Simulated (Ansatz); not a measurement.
Carrier properties of BAs under load (space group I-4m2)

Here is the system:

```yaml
crystal:
  lattice:
    - [0.00000, 2.35895, 2.53745]
    - [2.35895, 0.00000, 2.53745]
    - [2.35895, 2.35895, 0.00000]
  atoms:
    - { symbol: B, position: [0.00000, 0.00000, 0.00000] }
    - { symbol: As, position: [0.25000, 0.25000, 0.25000] }
```

Computed with r2SCAN with spin-orbit coupling, rigid bands (plane waves, PAW; Ansatz, an electronic-structure program). Condition of this run: uniaxial stress along [001] of -16 GPa (compression positive) (the target of the relaxation). Cell: cell and atoms relaxed with PBEsol, then loaded as said.

* **band gap**: 0.77 eV
* **electron conductivity mass (300 K, dilute)**: 0.36 (x), 0.36 (y), 0.23 (z) mₑ
* **hole conductivity mass (300 K, dilute)**: 0.28 (x), 0.28 (y), 0.22 (z) mₑ
* **effective density of states N_c (300 K)**: 2.2e19 cm⁻³
* **effective density of states N_v (300 K)**: 3.5e18 cm⁻³
* **density-of-states mass, electrons**: 0.92 mₑ
* **density-of-states mass, holes**: 0.27 mₑ
* **Seebeck coefficient, n-type 1e19 cm⁻³, 300 K**: -286 μV/K
* **best n-type power factor at 300 K for τ = 10 fs (best axis; densities from 1e16 to 1e21 cm⁻³ tried, whether or not they can be reached)**: 15.6 μW/(cm·K²) at 1e20 cm⁻³
* **Seebeck coefficient, p-type 1e19 cm⁻³, 300 K**: 196 μV/K
* **best p-type power factor at 300 K for τ = 10 fs (best axis; densities from 1e16 to 1e21 cm⁻³ tried, whether or not they can be reached)**: 7.0 μW/(cm·K²) at 1e20 cm⁻³

Rigid bands; masses and Seebeck coefficients take one relaxation time τ for all states and one kind of carrier; polarons and phonon drag are left out. Geometry: cell and atoms relaxed with PBEsol.
